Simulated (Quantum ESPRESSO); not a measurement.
A series of runs on Ba₂S₃ (I4_1md, 10 atoms in the cell)

```xyz
10
Lattice="3.0473 -3.0473 8.0755 3.0473 3.0473 8.0755 -3.0473 -3.0473 8.0755" Properties=species:S:1:pos:R:3 pbc="T T T"
Ba     0.0000     0.0000    11.3771
Ba     0.0000     3.0473     7.3394
Ba     0.0000     0.0000     4.8379
Ba     0.0000     3.0473     0.8001
S     -3.0473     1.9928     6.3319
S     -1.9928     0.0000     2.2941
S     -3.0473    -1.9928     6.3319
S     -4.1018     0.0000     2.2941
S      0.0000     3.0473     4.0240
S      0.0000     0.0000     8.0618
```

Base run A: PBEsol, GBRV 1.5 ultrasoft (PBESOL) pseudopotentials run with Quantum ESPRESSO 7.5, self-consistent single point.

Its settings: ecutwfc = 40 Ry; ecutrho = 200 Ry; occupations = fixed; potentials = {Ba: ba_pbesol_v1.uspp.F.UPF, S: s_pbesol_v1.4.uspp.F.UPF}; K_POINTS = automatic 3 3 3 0 0 0; nbnd = 42; conv_thr = 1e-11 Ry.

The starting cell comes from a database of computed structures (which also holds hypothetical and non-ambient phases and stackings), without a prior relaxation at this level.

Run A gave: pressure (GPa) -2.51; largest force (eV/Å) 0.052; gap on the mesh (eV) 1.929.

Runs:
- B: pseudopotentials: {Ba: ba_pbesol_v1.uspp.F.UPF, S: s_pbesol_v1.4.uspp.F.UPF} → {Ba: ba_lda_v1.uspp.F.UPF, S: s_lda_v1.4.uspp.F.UPF} [LDA (PZ)]
- C: pseudopotentials: {Ba: ba_pbesol_v1.uspp.F.UPF, S: s_pbesol_v1.4.uspp.F.UPF} → {Ba: ba_pbe_v1.uspp.F.UPF, S: s_pbe_v1.4.uspp.F.UPF}; input_dft: default → blyp [BLYP]
- D: pseudopotentials: {Ba: ba_pbesol_v1.uspp.F.UPF, S: s_pbesol_v1.4.uspp.F.UPF} → {Ba: ba_pbe_v1.uspp.F.UPF, S: s_pbe_v1.4.uspp.F.UPF}; input_dft: default → wc [Wu-Cohen GGA]
- E: pseudopotentials: {Ba: ba_pbesol_v1.uspp.F.UPF, S: s_pbesol_v1.4.uspp.F.UPF} → {Ba: ba_pbe_v1.uspp.F.UPF, S: s_pbe_v1.4.uspp.F.UPF}; input_dft: default → vdw-df2 [vdW-DF2]
- F: pseudopotentials: {Ba: ba_pbesol_v1.uspp.F.UPF, S: s_pbesol_v1.4.uspp.F.UPF} → {Ba: ba_pbe_v1.uspp.F.UPF, S: s_pbe_v1.4.uspp.F.UPF}; input_dft: default → vdw-df-cx [vdW-DF-cx]
- G: pseudopotentials: {Ba: ba_pbesol_v1.uspp.F.UPF, S: s_pbesol_v1.4.uspp.F.UPF} → {Ba: ba_pbe_v1.uspp.F.UPF, S: s_pbe_v1.4.uspp.F.UPF}; input_dft: default → rvv10 [rVV10]

Task: What does run C change against A?

Result: The pressure goes from -2.51 to 2.36 GPa, the largest force goes from 0.052 to 0.501 eV/Å and the gap on the mesh goes from 1.929 to 2.018 eV.

Task: What does run E change against A?

Result: The pressure goes from -2.51 to 2.62 GPa, the largest force goes from 0.052 to 0.805 eV/Å and the gap on the mesh goes from 1.929 to 1.953 eV.

Task: What does run D change against A?

Result: The pressure hardly changes (-2.51 to -2.44 GPa), the largest force goes from 0.052 to 0.044 eV/Å and the gap on the mesh moves little (1.929 to 1.932 eV).

| run | pressure (GPa) | largest force (eV/Å) | gap on the mesh (eV) |
|---|---|---|---|
| A | -2.51 | 0.052 | 1.929 |
| B | -3.91 | 0.120 | 1.843 |
| C | 2.36 | 0.501 | 2.018 |
| D | -2.44 | 0.044 | 1.932 |
| E | 2.62 | 0.805 | 1.953 |
| F | -2.14 | 0.214 | 1.973 |
| G | -0.42 | 0.437 | 1.893 |

Left out of this page: 3 runs of the series held back from this collection.
